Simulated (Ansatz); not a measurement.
**How far PBE and r2SCAN part for HfO2, pressure −2 GPa**

Base system: HfO$_{2}$ (space group Pca2_1, No. 29; a = 5.294 Å, b = 5.070 Å, c = 5.102 Å).

(Cell as relaxed with PBE.)

Levels (all Ansatz, a quantum-chemistry and plane-wave program, PAW, earlier PAW set): PBE (420 eV, spin-orbit coupling left out); r2SCAN (500 eV, spin-orbit coupling left out).

Each level relaxes its own structure.

```csv
base,PBE,r2SCAN
volume per atom,11.41 Å³,11.13 Å³
band gap,4.39 eV,4.97 eV
```

Modification: hydrostatic tension (pressure −2 GPa).

| quantity | PBE | r2SCAN |
|---|---|---|
| band gap | 4.38 eV | 4.95 eV |
| volume per atom | 11.53 Å³ | 11.23 Å³ |
| valence-band top at Γ (three highest levels, from the VBM) | 0.00, -0.07, -0.19 eV | 0.00, -0.06, -0.19 eV |
| shift of the gap caused by the change | -0.01 eV | -0.02 eV |

PBE's band gap lies 0.57 eV below r2SCAN's; PBE's volume per atom lies 0.30 Å³ above r2SCAN's (2.7 %). Neither level is exact; r2SCAN is the comparison here, not a measurement.

With Hf present, leaving out spin-orbit coupling can change the band edges. Load acts through the strain it causes; cell and atoms are relaxed under it. Stability against distortions was not tested. This is not the structure that HfO2 has at room temperature and ambient pressure.
